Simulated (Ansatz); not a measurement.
# Fermi-surface data of Hf₂Si (I4/mcm)

Data:

```yaml
crystal:
  lattice:
    - [-3.25543, 3.25543, 2.57166]
    - [3.25543, -3.25543, 2.57166]
    - [3.25543, 3.25543, -2.57166]
  atoms:
    - { symbol: Hf, position: [0.84326, 0.65674, 0.50000] }
    - { symbol: Hf, position: [0.15674, 0.34326, 0.50000] }
    - { symbol: Hf, position: [0.65674, 0.15674, 0.81348] }
    - { symbol: Hf, position: [0.34326, 0.84326, 0.18652] }
    - { symbol: Si, position: [0.75000, 0.75000, 0.00000] }
    - { symbol: Si, position: [0.25000, 0.25000, 0.00000] }
```

The numbers are results of PBEsol, rigid bands (plane waves, PAW, scalar-relativistic; Ansatz, a first-principles code), not measurements. Cell: cell and atoms relaxed with PBEsol.

```yaml
density of states at the Fermi level: 2.57 states/(eV·cell), both spins
bare Sommerfeld coefficient: 1.01 mJ/(mol of atoms·K²)
drude_plasma_energy: 2.8 (x), 2.8 (y), 4.8 (z) eV
root-mean-square Fermi velocity: 4.6e5 m/s
resistivity times τ: 62 (x), 62 (y), 21 (z) ×10⁻²² Ω·m·s
```

A metal at this level (no band gap); rigid bands, thermally averaged at 300 K, both spins. Spin-orbit coupling is left out, which matters with elements this heavy. τ is one relaxation time for all states.

Computed structure with no diffraction record at hand here (it may be known, metastable or hypothetical): Hf2Si (I4/mcm).
